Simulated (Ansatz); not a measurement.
**Ta2O5 (C2/m, No. 12, 7 atoms in the cell; start mp-1179062)**

Method: r²SCAN (PAW; Ansatz, a first-principles code).

Settings: plane-wave cutoff 560 eV, 8×8×8 k mesh, Fermi–Dirac smearing 0.01 eV, scalar-relativistic PAW data made under PBE.

Cell (relaxed at this level):

```
CELL_PARAMETERS angstrom
      4.21892    -3.38195     0.19152
      4.21892     3.38195     0.19152
     -3.79387     0.00000     4.12473
ATOMIC_POSITIONS crystal
  Ta 0.23573 0.20458 0.12098
  Ta 0.79542 0.76427 0.87902
  O  0.51555 0.48445 0.50000
  O  0.51559 0.98443 0.00003
  O  0.01557 0.48441 0.99997
  O  0.92650 0.89535 0.71440
  O  0.10465 0.07350 0.28560
```

```
Property                            Value
------------  ---------------------------
band gap      3.69 eV (on the SCF k mesh)
Γ–Γ gap                           4.01 eV
bulk modulus                     18.1 GPa
```

Note: the relaxation could not lower the start's symmetry, so the cell can be a saddle point above a distorted one; the bulk modulus is −V dP/dV from two relaxed cells at ±2 % in volume.

Spin–orbit coupling is not included.

Static lattice: no zero-point or thermal effects.

A start named mp-… is a Materials Project structure, which need not be a measured phase.
